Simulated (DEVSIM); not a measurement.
Structure: Pd/SiO2/n-Si capacitor, at 300 K.

```tsv
layer (left to right)	material	thickness (nm)	Nd (cm⁻³)
1	SiO2	4.10	-
2	Si	13000	1.9e15
```

Metal gate on the left, work function 5.2 eV. Fixed charge at the semiconductor interface -2.8e11 cm⁻² (in units of +e); no interface traps.

Constants are typed, rounded textbook-type inputs, not results; the design itself was drawn at random and stands for no fabricated device. Values at 300 K.

| parameter | SiO2 | Si |
|---|---|---|
| gap (eV) | 9 | 1.124 |
| affinity (eV) | 0.9 | 4.05 |
| permittivity | 3.9 | 11.7 |
| Nc (cm⁻³) | - | 2.86e19 |
| Nv (cm⁻³) | - | 3.1e19 |

Model (solved in DEVSIM): 1D Poisson equation in equilibrium, Boltzmann statistics, complete ionisation; no quantum confinement or tunnelling. Metal contacts follow the ideal Schottky-Mott rule: no Fermi-level pinning, no interface dipoles.

The substrate doping was swept, all else fixed.

```csv
substrate doping (cm^-3),flat-band voltage (V),minimum of the low-frequency capacitance (μF/cm²),threshold voltage (band bending 2φF) (V)
9.5e13,0.88,0.00485,0.40
1.9e14,0.89,0.00661,0.38
3.8e14,0.91,…,…
9.5e14,0.94,0.0133,0.33
1.9e15,0.95,0.0177,0.31
3.8e15,0.97,0.0243,0.28
```

**Question.** Some entries are withheld; supply them.

**Answer.** 
- 3.8e14, minimum of the low-frequency capacitance (μF/cm²): 0.00908
- 3.8e14, threshold voltage (band bending 2φF) (V): 0.36
